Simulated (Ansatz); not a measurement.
The parent structure is PbTe in the rock salt structure (space group Fm-3m, No. 225).

```
CELL_PARAMETERS angstrom
      0.00000     3.26715     3.26715
      3.26715     0.00000     3.26715
      3.26715     3.26715     0.00000
ATOMIC_POSITIONS crystal
  Te 0.50000 0.50000 0.50000
  Pb 0.00000 0.00000 0.00000
```

Cartesian axes are those of the cell as printed.

Level of theory: r2SCAN in Ansatz (plane waves to 500 eV, PAW, scalar-relativistic without spin-orbit coupling).

Base values:

| Property | Result |
|---|---|
| Band gap | 1.09 eV |

Modification: biaxial strain −2.08 %, plane normal [111], relaxed out of plane (Cartesian); in-plane vectors clamped, the third vector and the atoms free.

Problem. How does this affect the band gap?

Solution. The band gap shrinks by 0.38 eV (1.09 eV → 0.71 eV).

Problem. What does the calculation give for the energy relative to the base after the change?

Solution. The energy rises by 6.1 meV/atom.

Problem. What does the calculation give for the ratio −ε⊥/ε∥ after the change?

Solution. The ratio −ε⊥/ε∥ comes out as 1.02.

With Pb and Te present, leaving out spin-orbit coupling can change the band edges. No phonon test of stability was made.

Ansatz is a quantum-chemistry and plane-wave program.
